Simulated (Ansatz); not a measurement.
# V3Si: H interstitial (started 1.60 Å from the nearest host atom), symmetric start

Consider a 16-atom supercell of V3Si in the A15 (Cr3Si type) structure (space group Pm-3n, No. 223; a = 4.650 Å) at its relaxed geometry.

Now apply this change: one H atom is added in an open site, starting 1.60 Å from the nearest host atom, atoms relaxed at fixed cell.

All numbers come from PBEsol (Ansatz, an electronic-structure program, PAW, no spin-orbit coupling). Γ-centred 7×7×7 mesh, Fermi–Dirac width 0.05 eV.

| quantity | base | changed | shift |
|---|---|---|---|
| pressure | 0.0 GPa | 2.8 GPa | +2.8 GPa |
| largest displacement of a host atom from its site in the perfect cell | – | 0.07 Å | – |
| final site of the added atom | – | 4 V at 1.71 Å | – |

Cost of the whole job for the changed cell (relaxation, final SCF and bands): very roughly 90 core-minutes.

The magnetic state is the one reached from the starting moments; the real material's order can differ, and small cells can't hold many antiferromagnetic ones. The cell is small, so the values are those of an ordered compound at a high defect concentration; dilute-limit values will differ. The defect started on the symmetric site and kept its symmetry, so it may sit on a saddle. Starting moments died away, wholly or in part, for H interstitial (started 1.60 Å from the nearest host atom) and the base; another magnetic solution may exist. Spin-polarised in the final run: H interstitial (started 1.60 Å from the nearest host atom); the other runs are not. The defect cell is spin-polarised and ends with 0.0 μB.
